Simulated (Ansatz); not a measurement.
HfO2: response to strain

The parent structure is HfO$_{2}$ (space group P4_2/nmc, No. 137; a = 3.567 Å, c = 5.166 Å). Axes: x, y, z lie along a, b, c of the conventional cell.

Strains are applied to the cell and any free atomic positions relax; under biaxial strain the out-of-plane vector relaxes too.

Calculations: plane-wave PAW DFT at the PBEsol level (Ansatz, a first-principles code, 420 eV), no SOC.

Candidates:
(a) biaxial strain −1.23 %, plane normal [001], relaxed out of plane
(b) isotropic strain +1.49 %
(c) uniaxial strain ε_xx = +2.79 %

For the base:

* **Band gap**: 4.57 eV

**Question.** Order them by band gap, lowest first.

**Answer.** (c) uniaxial strain ε_xx = +2.79 % (4.41 eV), (b) isotropic strain +1.49 % (4.52 eV), (a) biaxial strain −1.23 %, plane normal [001], relaxed out of plane (4.54 eV)

Spin-orbit coupling, missing from the scalar runs, can matter with Hf. Whether these cells are dynamically stable was not tested. This is not the structure that HfO2 has at room temperature and ambient pressure.
